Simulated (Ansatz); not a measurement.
Base system: LiF in the rock salt structure (space group Fm-3m, No. 225).

```
LiF
1.0
    0.00000     2.03401     2.03401
    2.03401     0.00000     2.03401
    2.03401     2.03401     0.00000
Li F
1 1
Direct
  0.00000   0.00000   0.00000
  0.50000   0.50000   0.50000
```

Cartesian axes are those of the cell as printed.

Computed with DFT with PBE, PAW potentials and a 420 eV plane-wave cutoff in Ansatz (a quantum-chemistry and plane-wave program), no SOC.

The change: an isotropic linear strain of +2.00 %; the atoms relax in the strained cell.

Predict the stress tensor and what it implies for the stiffness.

Stress of the strained cell less that of the base (GPa, compression positive):
```
  -3.53    0.00    0.00
   0.00   -3.53    0.00
   0.00    0.00   -3.53
```

Then B = −ΔP/(ΔV/V₀) with ΔV/V₀ = 0.0612 gives secant stiffness values (nonlinear terms included at this strain): B ≈ 58 GPa.

As a check, the harmonic strain energy −½ V₀ Δσ:ε is 5.6 meV/atom; the computed energy rise is 6.0 meV/atom.

Whether these cells are dynamically stable was not tested.
